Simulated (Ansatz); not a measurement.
W: energy against strain

W (bcc, Im-3m, 15.691 Å³/atom at rest, cube axes along x, y and z) under a strain ε along a cube axis (axis z), the other axes held. PBEsol in Ansatz, a plane-wave DFT program (PAW, default set), 420 eV, 29×29×29 Γ-centred mesh, Fermi-Dirac smearing 0.10 eV; ions are relaxed within the symmetry of each cell.

Here s stands for strain and y for E less E0.

```csv
strain (%),E less E0 (meV/atom)
-1.50,6.13
-1.00,2.68
-0.50,0.65
0.00,0.00
0.50,0.67
1.00,2.62
1.50,5.81
3.00,?
```

Taking a parabola for y over the 7 complete rows: Least squares gives y = -0.003 - 0.0757·s + 2.6543·s². Residuals (row less fit): 0.047, -0.047, -0.048, 0.003, 0.047, 0.044, -0.046; standard error 0.057 (degrees of freedom: 4). Twice the quadratic coefficient over the volume, 2 × 2.6543 meV × 10⁴ × 0.1602 / 15.691 Å³, is the elastic constant C11 = 542 ± 5 GPa.

### Question
Estimate the missing y (s = 3.00); what did the run itself give?

### Answer
y = -0.003 - 0.0757 × 3.0 + 2.6543 × 3.0² = 23.659 meV/atom. The calculation gives 22.42 meV/atom, 1.239 meV/atom below the prediction (5.5 % of the range of y in the table). The row lies outside the fitted rows, so this is an extrapolation. From the scatter of the fitted rows alone, a prediction at this place has a standard error of 0.219 meV/atom, so the miss is 5.7 times that.

One order more, fitted to all 13 runs of the series, follows each within 0.01, so the miss is the next term of a smooth law. In a metal these values are sensitive to mesh and smearing; energies are taken to zero smearing, stresses follow the free energy. Rows are the converged runs of the series near zero and its far end; series whose fitted rows scatter by over a few per cent of the range, as at a crossing or softening among them, aren't shown in this form. Most that stay on the fit to the last digits aren't either.
